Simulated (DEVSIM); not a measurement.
Structure: Cr/HfO2/p-Ge capacitor, at 400 K.

| layer (left to right) | material | thickness (nm) | Na (cm⁻³) |
|---|---|---|---|
| 1 | HfO2 | 14.0 | - |
| 2 | Ge | 4900 | 1.5e16 |

Metal gate on the left, work function 4.5 eV. Fixed charge at the semiconductor interface 3.9e11 cm⁻² (in units of +e); interface traps 9.1e10 cm⁻² eV⁻¹, uniform in energy, neutral level at 0.7 of the gap above the valence band.

Constants are typed, rounded textbook-type inputs, not results; the design itself was drawn at random and stands for no fabricated device. Values at 300 K; Nc and Nv go as T^1.5, mobilities as T to minus their exponent, the gap by Varshni's rule with the affinity fixed.

```csv
parameter,HfO2,Ge
gap (eV),5.7,0.664
affinity (eV),2.5,4
permittivity,22,16
Nc (cm⁻³),-,1.04e19
Nv (cm⁻³),-,6e18
Varshni α (eV/K),-,0.000477
Varshni β (K),-,235
```

DEVSIM, 1D Poisson equation in equilibrium, Boltzmann statistics, complete ionisation; no quantum confinement or tunnelling. Metal contacts follow the ideal Schottky-Mott rule: no Fermi-level pinning, no interface dipoles.

The substrate doping was swept, all else fixed.

```tsv
substrate doping (cm^-3)	threshold voltage (band bending 2φF) (V)	minimum of the low-frequency capacitance (μF/cm²)	flat-band voltage (V)
7.5e14	0.14	0.139	0.12
1.5e15	0.15	0.139	0.11
3e15	0.17	0.140	0.10
7.5e15	0.21	0.149	0.07
1.5e16	0.24	0.163	0.05
3e16	0.28	0.182	0.03
```

From the first row to the last the threshold voltage (band bending 2φF) goes from 0.14 to 0.28. From the first row to the last the minimum of the low-frequency capacitance goes from 0.139 to 0.182.
